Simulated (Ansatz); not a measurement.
Take W in the bcc (W type) structure (space group Im-3m, No. 229; a = 3.169 Å; relaxed with 0.1 eV smearing) as the base. Axes: x, y, z lie along the cube axes.

All numbers come from Kohn–Sham DFT with the r2SCAN functional, run in Ansatz (a quantum-chemistry and plane-wave program) with PAW and 500 eV plane waves, no SOC.

The change: uniaxial strain ε_zz = −1.00 %, all other strain components held at zero; the atoms relax in the strained cell.

Task: Predict the stress tensor and what it implies for the stiffness.

Result: Stress of the strained cell less that of the base (GPa, compression positive):
```
    2.1     0.0     0.0
    0.0     2.1     0.0
    0.0     0.0     5.7
```

Then −Δσ_ii/ε with ε = -0.0100 gives relaxed-ion elastic constants: C33 ≈ 568 GPa, C13 ≈ 210 GPa and C23 ≈ 210 GPa.

No phonon test of stability was made. All final runs are without spin polarisation.
